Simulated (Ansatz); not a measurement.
## Response to strain in HgTe

Base system: HgTe in the zinc blende structure (space group F-43m, No. 216; a = 6.510 Å).

Strains are applied to the cell and any free atomic positions relax.

Computed with PBEsol in Ansatz (plane waves to 420 eV, PAW, no SOC).

Notes on the quantities. energy relative to the base: free energy F.

| isotropic strain (%) | energy relative to the base (meV/atom) |
|---|---|
| -5.31 | 144.4 |
| 0 | 0.0 |
| 0.37 | ? |
| 0.63 | 1.6 |
| 5.69 | 104.8 |

Task: Fit ΔE = Aε² + Bε³ (ε in %) to the rows shown and predict the withheld row.

Result: Least squares on the printed values gives A = 4.21 and B = -0.17 meV/atom (largest residual 0.0 meV/atom); this predicts 0.6 meV/atom, and the run gives 0.5 meV/atom, in agreement.

A case with no gap was solved on a k-mesh chosen for an insulator, which is coarse for it. Whether these cells are dynamically stable was not tested. All final runs are without spin polarisation.

Ansatz is a program for electronic structure.
